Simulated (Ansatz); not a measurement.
L1₂ (Cu3Au-type) Pt3Ti was calculated with RPBE (Ansatz, a first-principles code, plane waves, PAW).

Numerical settings: plane-wave cutoff 520 eV, 14×14×14 k mesh, Fermi–Dirac smearing 0.05 eV, no spin polarisation, scalar-relativistic PAW data made under PBE.

Computed at the level's own relaxed cell.

**Question.** Predict the volume per atom, bulk modulus B0, equilibrium lattice constant a and pressure derivative B′ of the bulk modulus.

**Answer.** 
* **volume per atom**: 15.66 Å³/atom
* **bulk modulus B0**: 220 GPa
* **equilibrium lattice constant a**: 3.971 Å
* **pressure derivative B′ of the bulk modulus**: 5.1

The run finds no gap.

Measured, for comparison: equilibrium volume per atom 15.01 Å³/atom, lattice constant a 3.916 Å (temperature not stated, not corrected to a static lattice; as tabulated in Molecular Dynamics Simulations of PtTi High-Temperature Shape Memory Alloys …). Computed (rounded) less measured: equilibrium volume per atom +4.3 %, lattice constant a +1.4 %.

Spin–orbit coupling is not included.

Computing time: around 110 core-seconds (rough).
